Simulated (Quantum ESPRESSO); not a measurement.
# Equation of state of fcc Pt (space group 225): energy against volume (Quantum ESPRESSO, PBE)

```yaml
crystal:
  lattice:
    - [0.00000, 1.92515, 1.92515]
    - [1.92515, 0.00000, 1.92515]
    - [1.92515, 1.92515, 0.00000]
  atoms:
    - { symbol: Pt, position: [0.00000, 0.00000, 0.00000] }
```

Computed with PBE, GBRV 1.5 ultrasoft (PBE) pseudopotentials (plane waves; Quantum ESPRESSO). Settings: ecutwfc = 52 Ry; ecutrho = 416 Ry; occupations = smearing; smearing = fermi-dirac; degauss = 0.0036749 Ry; potentials = {Pt: pt_pbe_v1.4.uspp.F.UPF}; K_POINTS = automatic 25 25 25 0 0 0; conv_thr = 1e-10 Ry; mixing_beta = 0.3. The cell above is the first row's. The rows scale it uniformly. In all rows the k mesh is held. E is the free energy at the stated smearing, counted from the lowest row.

```csv
V (Å^3/atom),E (meV/atom)
14.270,?
14.580,60.76
14.890,28.09
15.201,8.36
15.511,0.00
15.821,1.67
16.131,12.16
16.441,30.37
16.752,55.36
```

Task: Fit E against V with the third-order Birch-Murnaghan form, a cubic in V^(-2/3), and predict the withheld value at V = 14.270.

Result: With u = V^(-2/3) - 0.160, the rows have u = 0.007557, 0.005223, 0.002962, 0.000783, -0.001324, -0.003364, -0.005339, -0.007259. Least squares gives E = -0.463 - 228.08·u + 1064528·u² + 4994578·u³. Residuals (row less fit): -0.002, -0.007, 0.029, -0.013, -0.023, -0.001, 0.031, -0.015; standard error 0.027 (degrees of freedom: 4). Its minimum lies at u = 0.000107, so V0 = (0.160107)^(-3/2) = 15.61. There d²E/du² = 2132000 and d³E/du³ = 2.997e7, so B0 = (4/9) × 15.61^(-7/3) × 2132000 × 0.160218 = 249 GPa (the last factor turns the table's units into GPa), and B0' = 4 + (2/3) × 0.160107 × (2.997e7)/2132000 = 5.5. The program's pressures in the fitted runs (not shown) pass through zero at V = 15.60, 0.04 % from this V0. At the withheld row, u = 0.009975, so E = -0.463 - 228.08 × 0.009975 + 1064528 × 0.009975² + 4994578 × 0.009975³ = 108.140 meV/atom. The calculation gives 108.11 meV/atom, 0.030 meV/atom below the prediction (under 0.05 % of the range of E in the table). The row lies outside the fitted rows, so this is an extrapolation. From the scatter of the fitted rows alone, a prediction at this place has a standard error of 0.079 meV/atom, so the miss is 0.4 times that.

Carrying the step between the two nearest rows on in a straight line would have given 93.43, off by 14.68; series whose last step already gives the withheld value aren't shown. The scan was laid around a cell of about the measured size, scaled by a guess for this functional. Spin polarisation is off. Spin-orbit coupling is off. Cutoffs and mesh are single choices, not tested for convergence of this quantity. Series with a scatter that would blur these digits, or in which a gap closes, are not shown. Nor are scans whose minimum lies at an end fitted in this form.
